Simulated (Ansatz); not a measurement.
Base system: BeTe in the zinc blende structure (space group F-43m, No. 216; a = 5.657 Å). Axes: x, y, z lie along the cube axes.

The values are results of plane-wave PAW DFT at the r2SCAN level (Ansatz, a program for electronic structure, 500 eV), spin-orbit coupling left out, not measurements.

Before the change:

| Item | Value |
|---|---|
| Electron mass | 2.1 mₑ along k, 0.25 mₑ across (at X) |
| Band gap | 2.37 eV |

Perturbation: uniaxial strain ε_zz = +1.50 %, all other strain components held at zero, atoms relaxed at fixed cell.

Q: Estimate the effect on the energy relative to the base.

A: The energy increases by 1.6 meV/atom.

Q: How does this affect the electron mass?

A: The electron mass changes from 2.1 mₑ along k, 0.25 mₑ across (at X) to 2.2 mₑ along k, 0.26 mₑ across (at X).

Q: What does the calculation give for the band gap after the change?

A: The band gap decreases by 0.027 eV, from 2.37 eV to 2.35 eV.

Q: What does the calculation give for the stress after the change?

A: The stress (xx, yy, zz, yz, xz, xy; compression positive) amounts to (-0.53, -0.53, -1.48, 0.00, 0.00, 0.00) GPa.

With Te present, leaving out spin-orbit coupling can change the band edges. Effective masses come from finite differences of ±0.01 Å⁻¹. Along k means along the line from Γ to the band edge. No phonon test of stability was made.
